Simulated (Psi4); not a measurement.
Psi4 1.11, MP2/def2-svp, freeze_core True: Ge(Me)(Et)3 (C[CH2][Ge]([CH3])([CH2]C)[CH2]C), 26 atoms. The geometry is a generated start, not checked to be a minimum at this level.

```yaml
task: energy
method: mp2
basis: def2-svp
freeze_core: true
scf_type: df (default)
guess: auto, which took SAD (default)
diis_max_vecs: 10 (default)
scf_initial_accelerator: adiis (default)
e_convergence: 1e-08 (default)
d_convergence: 1e-08 (default)
basis_functions: 220
```

On 4 threads. Build: conda-forge: OpenMP (LLVM), MKL, Libint2. Single runs; times are not shown.

Values of memory tried: 8 GB, 4 GB, 2 GB, 1 GB, 0.5 GB, 0.3 GB.

**Question.** Which of these memory settings still run, and by which path?

**Answer.** It runs down to 0.3 GB, the lowest tried, with the same result. At 8 GB: SCF: fitted integrals in core. From 0.3 GB down: SCF: fitted integrals on disk.

| memory | path | peak memory |
|---|---|---|
| 8 GB | SCF: fitted integrals in core | 0.77 GiB |
| 4 GB | SCF: fitted integrals in core | 0.77 GiB |
| 2 GB | SCF: fitted integrals in core | 0.77 GiB |
| 1 GB | SCF: fitted integrals in core | 0.77 GiB |
| 0.5 GB | SCF: fitted integrals in core | 0.58 GiB |
| 0.3 GB | SCF: fitted integrals on disk | 0.49 GiB |

Peak memory is the kernel's count for the largest process, libraries included and scratch files not. The peak passes the setting at 0.5 GB, 0.3 GB: it is no hard cap.
